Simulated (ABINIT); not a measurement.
Band structure of LiF (Fm-3m, 2 atoms in the cell).

```
CELL_PARAMETERS angstrom
      0.00000     2.01803     2.01803
      2.01803     0.00000     2.01803
      2.01803     2.01803     0.00000
ATOMIC_POSITIONS crystal
  Li 0.00000 0.00000 0.00000
  F  0.50000 0.50000 0.50000
```

Computed with PBE, PAW (JTH v2.0 PBE PAW) (plane waves; ABINIT 10.0.3).

Settings: pseudos = [Li.GGA_PBE-JTH.xml, F.GGA_PBE-JTH.xml]; ecut = 653 eV; pawecutdg = 1306 eV; occopt = 1; ngkpt = 9 9 9; nshiftk = 1; shiftk = 0 0 0; potentials = JTH v2.0 PBE PAW; kptopt = 1; nstep = 100; tolvrs1 = 1e-11; diemac = 12; ndtset = 2.

The starting cell comes from a database of computed structures (which also holds hypothetical and non-ambient phases and stackings), without a prior relaxation at this level. Its lattice was rescaled by a random factor within 2.5 % of one.

These are the values that this program gave, and no reference: the one-centre exchange-correlation terms come from a truncated expansion.

### Question
Predict the gap along the standard path and the places of the band edges.

### Answer
The gap along the path is 9.00 eV, direct at Γ to within 0.01 eV.

Levels in eV from the top of the valence band on the SCF mesh, bands 2 to 9:
```tsv
point	2	3	4	5	6	7	8	9
Γ	-19.96	0.00	0.00	0.00	9.00	23.86	23.86	23.86
X	-19.28	-2.98	-0.99	-0.99	14.75	16.50	17.36	20.15
W	-19.30	-2.06	-2.06	-0.79	15.01	15.01	17.37	19.16
K	-19.32	-2.48	-1.55	-0.73	14.45	14.85	18.33	19.59
L	-19.54	-2.50	-0.22	-0.22	10.74	16.67	18.83	18.83
U	-19.32	-2.48	-1.55	-0.73	14.45	14.85	18.33	19.59
```
